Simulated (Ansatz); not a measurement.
Gap of a one-dimensional BeS body, 2 atoms a period at several levels, all on one geometry.

```
CELL_PARAMETERS angstrom
     11.00000     0.00000     0.00000
      0.00000    11.00000     0.00000
      0.00000     0.00000     3.70106
ATOMIC_POSITIONS crystal
  Be 0.50000 0.50000 0.00000
  S  0.50000 0.50000 0.50000
```

Levels: PBE (plane waves to 420 eV, PAW; Ansatz, a first-principles code); r2SCAN (plane waves to 500 eV, PAW; Ansatz); Ansatz with HSE06. Unmarked values and the geometry are of the first. Mesh 1×1×74. No spin polarisation. Periodic along z alone, with about 11 Å of vacuum beside it. A hypothetical model. Symmetry and one short period hold its shape; lower forms weren't sought. Pairing along the axis, which can open a gap, is among the distortions not tried. HSE06 ran on a 1×1×5 mesh and at PBE's edge points.

| level | gap (eV) |
|---|---|
| PBE | 3.89 |
| r2SCAN | … |
| HSE06 | 4.99 |

Task: What belongs in the gaps?

Result: 
- r2SCAN, gap (eV): 4.49
